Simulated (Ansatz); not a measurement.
## Convergence study of the plane-wave cutoff for YSi2Rh3 (P6mm, 6 atoms in the cell)

```xyz
6
Lattice="5.4555 0.0000 0.0000 -2.7278 4.7246 0.0000 0.0000 0.0000 3.5929" Properties=species:S:1:pos:R:3 pbc="T T T"
Y      0.0000     0.0000     0.0500
Si     2.7278     1.5749     0.0000
Si     0.0000     3.1497     0.0000
Rh    -1.3639     2.3623     1.7965
Rh     2.7278     0.0000     1.7965
Rh     1.3639     2.3623     1.7965
```

Method of the run: PBEsol, default PAW files made with PBE (plane waves; Ansatz, a first-principles code).

Base settings: basis.ecutwfc = 420 eV; kpoints.mp_grid.grid = 7 7 9; hamiltonian.xc = pbesol; hamiltonian.pseudopotentials = {kind: paw} (the program's default PAW files); scf.occupations.method = fermi_dirac; scf.occupations.width = 0.1 eV.

The second cell is the first with its lattice scaled by 0.98.

The mesh stays at the base's, so the ladder's end is converged at best in this setting alone.

The first pressure column holds Ansatz's estimate of the finite-basis (Pulay) stress, which hides part of the cutoff error; the other is without it.

Only quantities that move along the ladder and can be compared are tabulated.

The count of work is k-points × plane waves × bands × iterations; it is no time. 

The starting cell comes from a database of computed structures (which also holds hypothetical and non-ambient phases and stackings), without a prior relaxation at this level. Its lattice was rescaled by up to half a per cent. One atom was moved a little off its site on purpose. Spin polarisation is off.

| basis.ecutwfc | free energy less the last step's (meV/atom) | energy of the compressed cell less the first (meV/atom) | pressure (GPa) | pressure without the Pulay estimate (GPa) | largest difference of a force vector from the last step's (eV/Å) | count of work / last |
|---|---|---|---|---|---|---|
| 145 eV | 32526.38 | 121.67 | -7.03 | -1008.92 | 0.343 | 0.072 |
| 170 eV | 14598.36 | 56.10 | -0.98 | -564.98 | 0.228 | 0.087 |
| 190 eV | 7515.93 | 42.12 | -5.62 | -338.13 | 0.135 | 0.093 |
| 210 eV | 3811.46 | 20.86 | -2.66 | -194.85 | 0.004 | 0.095 |
| 230 eV | 1864.50 | 41.02 | 3.89 | -106.37 | 0.055 | 0.11 |
| 250 eV | 854.58 | 71.55 | 5.56 | -53.71 | 0.030 | 0.12 |
| 295 eV | 125.25 | 58.82 | 3.47 | -8.13 | 0.003 | 0.16 |
| 335 eV | 19.94 | 55.48 | 3.01 | 0.88 | 0.001 | 0.19 |
| 380 eV | 3.22 | 55.52 | 2.99 | 2.75 | 0.000 | 0.20 |
| 420 eV | 1.47 | 55.37 | 2.97 | 2.91 | 0.000 | 0.22 |
| 460 eV | 0.80 | 55.30 | 2.96 | 2.92 | 0.000 | 0.27 |
| 505 eV | 0.40 | 55.27 | 2.95 | 2.93 | 0.000 | 0.35 |
| 565 eV | 0.23 | 55.26 | 2.95 | 2.95 | 0.000 | 0.42 |
| 630 eV | 0.14 | 55.25 | 2.95 | 2.94 | 0.000 | 0.50 |
| 735 eV | 0.06 | 55.25 | 2.95 | 2.95 | 0.000 | 0.61 |
| 840 eV | 0.03 | 55.25 | 2.95 | 2.95 | 0.000 | 0.76 |
| 1010 eV | 0.00 | 55.25 | 2.95 | 2.95 | 0.000 | 1.0 |

Coarsest basis.ecutwfc that holds the pressure without the Pulay estimate within 0.1 GPa of the last step, with all finer ones: 420 eV, at 0.22 of the last step's count of work; the step before is off by 0.20 GPa.

Coarsest basis.ecutwfc that holds the energy of the compressed cell less the first within 0.2 meV/atom of the last step, with all finer ones: 420 eV, at 0.22 of the last step's count of work; the step before is off by 0.27 meV/atom.

Coarsest basis.ecutwfc that holds the free energy within 1 meV/atom of the last step, with all finer ones: 460 eV, at 0.27 of the last step's count of work; the step before is off by 1.5 meV/atom.

The energy difference between the two cells stays within 1 meV/atom of the last step's from 335 eV on, the total only from 460 eV on: much of the error is common to both cells and cancels.

At the lowest cutoff the pressure without the Pulay estimate lies 1010 GPa under the last step's, the usual sign of Pulay stress in an incomplete plane-wave basis.

Keys are those of Ansatz 0.2.
